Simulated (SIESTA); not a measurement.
**Worked example: self-consistent single point of BiPd (Cmc2_1, 16 atoms in the cell) in SIESTA**

Method of the run: LDA PW92, numerical atomic orbitals DZP, PseudoDojo LDA standard norm-conserving potentials (rewritten from UPF to PSML) in SIESTA.

Input as run:

```
# files in the folder: Pd.psml Bi.psml (PseudoDojo LDA standard)
SystemName  BiPd
SystemLabel siesta

NumberOfAtoms                16
NumberOfSpecies              2
%block ChemicalSpeciesLabel
  1 46 Pd
  2 83 Bi
%endblock ChemicalSpeciesLabel
LatticeConstant              1.0 Bohr
%block LatticeVectors
     8.226922684   -6.805848638    0.000000000
     8.226922684    6.805848638    0.000000000
     0.000000000    0.000000000   20.148259941
%endblock LatticeVectors
AtomicCoordinatesFormat      Bohr
%block AtomicCoordinatesAndAtomicSpecies
     8.226922684   -5.335785332    5.540771484  1
     8.226922684    5.335785332   15.614901454  1
     8.226922684    2.041754591    5.540771484  1
     8.226922684   -2.041754591   15.614901454  1
     4.508353631    1.701462159    9.006272194  1
    11.945491737   -1.701462159   19.080402164  1
    11.945491737    1.701462159    9.006272194  1
     4.508353631   -1.701462159   19.080402164  1
     8.226922684   -5.335785332    0.000000000  2
     8.226922684    5.335785332   10.074129970  2
     8.226922684    2.041754591    0.000000000  2
     8.226922684   -2.041754591   10.074129970  2
     4.508353631    1.701462159   14.547043677  2
    11.945491737   -1.701462159    4.472913707  2
    11.945491737    1.701462159   14.547043677  2
     4.508353631   -1.701462159    4.472913707  2
%endblock AtomicCoordinatesAndAtomicSpecies

XC.functional                LDA
XC.authors                   PW92
PAO.BasisSize                DZP
PAO.EnergyShift              0.01 Ry
MeshCutoff                   300 Ry
%block kgrid.MonkhorstPack
    5   0   0  0.0
    0   5   0  0.0
    0   0   3  0.0
%endblock kgrid.MonkhorstPack
OccupationFunction           MP
OccupationMPOrder            0
ElectronicTemperature        0.1 eV

MaxSCFIterations             150
SCF.Mixer.Method             Pulay
SCF.Mixer.Weight             0.2
SCF.Mixer.History            6
SCF.DM.Tolerance             1.0E-05
Diag.ParallelOverK           true
WriteForces                  true
```

Log, with long lists cut:

```
reinit: Reading from file input.fdf

reinit: System Name: BiPd
reinit: System Label: siesta

coor:   Atomic-coordinates input format  =     Cartesian coordinates
coor:                                            (in Bohr units)

siesta: Atomic coordinates (Bohr) and species
siesta:      8.22692  -5.33579   5.54077  1        1
siesta:      8.22692   5.33579  15.61490  1        2
siesta:      8.22692   2.04175   5.54077  1        3
siesta:      8.22692  -2.04175  15.61490  1        4
siesta:      4.50835   1.70146   9.00627  1        5
siesta:     11.94549  -1.70146  19.08040  1        6
siesta:     11.94549   1.70146   9.00627  1        7
siesta:      4.50835  -1.70146  19.08040  1        8
siesta:      8.22692  -5.33579   0.00000  2        9
siesta:      8.22692   5.33579  10.07413  2       10
siesta:      8.22692   2.04175   0.00000  2       11
siesta:      8.22692  -2.04175  10.07413  2       12
siesta:      4.50835   1.70146  14.54704  2       13
siesta:     11.94549  -1.70146   4.47291  2       14
siesta:     11.94549   1.70146  14.54704  2       15
siesta:      4.50835  -1.70146   4.47291  2       16

siesta: System type = bulk

initatomlists: Number of atoms, orbitals, and projectors:     16   296   400

siesta: ******************** Simulation parameters ****************************
redata: Spin configuration                          = none
redata: Time-Reversal Symmetry                      = T
redata: Number of Atomic Species                    =        2
redata: Mesh Cutoff                                 =   300.0000 Ry
redata: Net charge of the system                    =     0.0000 |e|
redata: Min. number of SCF Iter                     =        0
redata: Max. number of SCF Iter                     =      150
redata: SCF convergence failure will abort job
redata: SCF mix quantity                            = Hamiltonian
redata: Mix DM or H after convergence               =   F
   [... lines left out ...]
diag: Used triangular part                          = Lower
diag: Absolute tolerance                            =  0.100E-15
diag: Orthogonalization factor                      =  0.100E-05
diag: Memory factor                                 =  1.0000

superc: Internal auxiliary supercell:     5 x     5 x     3  =      75
superc: Number of atoms, orbitals, and projectors:   1200  22200  30000

                        Single-point calculation

superc: Internal auxiliary supercell:     5 x     5 x     3  =      75
superc: Number of atoms, orbitals, and projectors:   1200  22200  30000

outcell: Unit cell vectors (Ang):
        4.353500   -3.601500    0.000000
        4.353500    3.601500    0.000000
        0.000000    0.000000   10.662000

outcell: Cell vector modules (Ang)   :    5.650112    5.650112   10.662000
outcell: Cell angles (23,13,12) (deg):     90.0000     90.0000     79.1996
outcell: Cell volume (Ang**3)        :    334.3418
new_DM -- step:     1
Initializing Density Matrix...

Attempting to read DM from file... Failed...
DM filled with atomic data:

InitMesh: MESH = 60 x 60 x 120 = 432000
InitMesh: Mesh cutoff (required, used) =   300.000   323.009 Ry

stepf: Methfessel-Paxton step function
       Using Hermite-Gauss polynomials of order  0
        iscf     Eharris(eV)        E_KS(eV)     FreeEng(eV)     dDmax    Ef(eV) dHmax(eV)
   scf:    1   -47107.983535   -47144.230895   -47144.253117  0.763778 -3.762588  4.370061
   scf:    2   -47149.281310   -47147.443781   -47147.467080  0.052568 -3.728440  2.487247
   scf:    3   -47148.706096   -47148.120574   -47148.144556  0.031828 -3.778504  1.484625
   scf:    4   -47148.774390   -47148.489619   -47148.514012  0.043200 -3.866451  0.365022
   scf:    5   -47148.528815   -47148.513991   -47148.538458  0.013121 -3.895067  0.022662
   scf:    6   -47148.514555   -47148.514385   -47148.538849  0.001092 -3.895938  0.017802
   scf:    7   -47148.514514   -47148.514480   -47148.538904  0.000435 -3.896423  0.010798
   scf:    8   -47148.514507   -47148.514497   -47148.538921  0.000231 -3.896556  0.001334
   scf:    9   -47148.514510   -47148.514504   -47148.538923  0.000065 -3.896741  0.000828
   scf:   10   -47148.514511   -47148.514508   -47148.538924  0.000070 -3.896903  0.000550
   scf:   11   -47148.514508   -47148.514508   -47148.538924  0.000012 -3.896946  0.000452
   scf:   12   -47148.514509   -47148.514508   -47148.538924  0.000010 -3.896969  0.000171
SCF Convergence by DM+H criterion
max |DM_out - DM_in|         :     0.0000098410
max |H_out - H_in|      (eV) :     0.0001711668
SCF cycle converged after 12 iterations

Using DM_out to compute the final energy and forces

siesta: E_KS(eV) =           -47148.5145

siesta: E_KS - E_eggbox =    -47148.5145

siesta: Atomic forces (eV/Ang):
     1   -0.000000   -0.555903    0.140766
     2    0.000000    0.555906    0.140775
     3   -0.000000    0.539725   -0.415265
     4    0.000000   -0.539727   -0.415258
     5   -0.823537   -0.115943   -0.031418
     6    0.823539    0.115943   -0.031425
     7    0.823537   -0.115943   -0.031418
     8   -0.823539    0.115943   -0.031425
     9    0.000000    0.315239    0.258479
    10   -0.000000   -0.315239    0.258480
    11    0.000000   -0.478279    0.387955
    12   -0.000000    0.478280    0.387955
    13   -0.457844   -0.068563   -0.155659
    14    0.457844    0.068563   -0.155661
    15    0.457844   -0.068563   -0.155659
    16   -0.457844    0.068563   -0.155661
   Tot    0.000000    0.000000   -0.004440
   Max    0.823539
   Res    0.365173    sqrt( Sum f_i^2 / 3N )
   Max    0.823539    constrained

Stress tensor Voigt[x,y,z,yz,xz,xy] (kbar):       27.78       17.06       38.75       -0.00        0.00        0.00
(Free)E + p*V (eV/cell)   -47154.3535
Target enthalpy (eV/cell)   -47148.5389

siesta: Program's energy decomposition (eV):
siesta: Ebs     =     -7129.412514
siesta: Eions   =     59103.494673
siesta: Ena     =      5619.171936
siesta: Ekin    =     18380.242669
siesta: Enl     =     -3114.183557
siesta: Eso     =         0.000000
siesta: Edftu   =         0.000000
siesta: DEna    =       143.969779
siesta: DUscf   =         3.321565
siesta: DUext   =         0.000000
siesta: Ex      =     -8328.698387
siesta: Ec      =      -748.843840
siesta: Exc     =     -9077.542227
siesta: Eharris =    -47148.514509
siesta: Etot    =    -47148.514508
siesta: FreeEng =    -47148.538924

siesta: Atomic forces (eV/Ang):
siesta:      1   -0.000000   -0.555903    0.140766
siesta:      2    0.000000    0.555906    0.140775
siesta:      3   -0.000000    0.539725   -0.415265
siesta:      4    0.000000   -0.539727   -0.415258
siesta:      5   -0.823537   -0.115943   -0.031418
siesta:      6    0.823539    0.115943   -0.031425
siesta:      7    0.823537   -0.115943   -0.031418
siesta:      8   -0.823539    0.115943   -0.031425
siesta:      9    0.000000    0.315239    0.258479
siesta:     10   -0.000000   -0.315239    0.258480
siesta:     11    0.000000   -0.478279    0.387955
siesta:     12   -0.000000    0.478280    0.387955
siesta:     13   -0.457844   -0.068563   -0.155659
siesta:     14    0.457844    0.068563   -0.155661
siesta:     15    0.457844   -0.068563   -0.155659
siesta:     16   -0.457844    0.068563   -0.155661
siesta: ----------------------------------------
siesta:    Tot    0.000000    0.000000   -0.004440

siesta: Stress tensor (static) (eV/Ang**3):
siesta:     0.017340    0.000000    0.000000
siesta:     0.000000    0.010645    0.000000
siesta:     0.000000   -0.000000    0.024188

siesta: Cell volume =        334.341773 Ang**3

siesta: Pressure (static):
siesta:                Solid            Molecule  Units
siesta:          -0.00018941         -0.00026805  Ry/Bohr**3
siesta:          -0.01739120         -0.02461140  eV/Ang**3
siesta:         -27.86377828        -39.43181101  kBar
```

The run converged in 12 iterations.

The starting cell comes from a database of published, mostly measured structures (it also holds non-ambient and calculated ones), without a prior relaxation at this level. Spin polarisation is off. Values carry the incompleteness of an atom-centred basis.

Cost on one core of a shared machine: roughly 3 min.
